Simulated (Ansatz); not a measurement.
Band structure of Ag (Fm-3m, 1 atom in the cell).

```
CELL_PARAMETERS angstrom
      0.00000     2.06080     2.06080
      2.06080     0.00000     2.06080
      2.06080     2.06080     0.00000
ATOMIC_POSITIONS crystal
  Ag 0.00000 0.00000 0.00000
```

Method of the run: PBE (plane waves, PAW; Ansatz, an electronic-structure program).

Settings: kpoints.mp_grid.grid = 9 9 9; hamiltonian.xc = pbe; hamiltonian.pseudopotentials = {kind: paw} (the program's default PAW files); scf.occupations.method = gaussian; scf.occupations.width = 0.272 eV; kpoints.band_path.npoints = 8.

The starting cell comes from a database of computed structures (which also holds hypothetical and non-ambient phases and stackings), without a prior relaxation at this level. Its lattice was rescaled by a random factor within 2.5 % of one.

Levels in eV from the Fermi level, bands 6 to 13:
```json
[
 {"point": "Γ", "6": "-4.91", "7": "-4.91", "8": "-4.91", "9": "-3.92", "10": "-3.92", "11": "15.62", "12": "19.05", "13": "19.05"},
 {"point": "X", "6": "-6.35", "7": "-3.19", "8": "-2.96", "9": "-2.96", "10": "1.40", "11": "6.32", "12": "10.30", "13": "10.30"},
 {"point": "W", "6": "-5.17", "7": "-5.17", "8": "-3.91", "9": "-2.96", "10": "5.64", "11": "5.64", "12": "6.59", "13": "7.83"},
 {"point": "K", "6": "-5.65", "7": "-4.22", "8": "-3.71", "9": "-3.23", "10": "4.00", "11": "4.93", "12": "6.75", "13": "12.34"},
 {"point": "L", "6": "-4.93", "7": "-4.93", "8": "-3.16", "9": "-3.16", "10": "-0.56", "11": "3.25", "12": "14.88", "13": "17.33"},
 {"point": "U", "6": "-5.65", "7": "-4.22", "8": "-3.71", "9": "-3.23", "10": "4.00", "11": "4.93", "12": "6.75", "13": "12.34"}
]
```

Bands cross the Fermi level along this path, so the cell is metallic at this level.

Keys are those of Ansatz 0.2.
